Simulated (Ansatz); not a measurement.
Take BAs in the zinc blende structure (space group F-43m, No. 216; a = 4.768 Å) as the base. Axes: x, y, z lie along the cube axes.

Modification: uniaxial strain ε_xx = −3.52 %, all other strain components held at zero; the atoms relax in the strained cell.

Levels (all Ansatz, a first-principles code, PAW): PBEsol (420 eV, without spin-orbit coupling); r2SCAN (500 eV, without spin-orbit coupling).

The geometry is relaxed with PBEsol.

| Quantity | Result |
|---|---|
| PBEsol lowest conduction level above the VBM at special points | M 0.75 eV; X 1.21 eV; S₀ 1.31 eV; S 1.31 eV |
| PBEsol smallest direct gap | 2.92 eV |
| PBEsol gap character | indirect, Γ → Γ–M (78 % along) |

**Question.** What does r2SCAN give at this geometry for the lowest conduction level above the VBM at special points, smallest direct gap and gap character?

**Answer.** The lowest conduction level above the VBM at special points goes from M 0.75 eV; X 1.21 eV; S₀ 1.31 eV; S 1.31 eV to M 1.02 eV; X 1.47 eV; S₀ 1.61 eV; S 1.61 eV; the smallest direct gap goes up by 0.162 eV (2.92 eV → 3.09 eV); the gap character stays indirect, Γ → Γ–M (78 % along).

Single points use the geometry relaxed with PBEsol. Whether these cells are dynamically stable was not tested. Labels are those of the standard path for the cell's own space group.
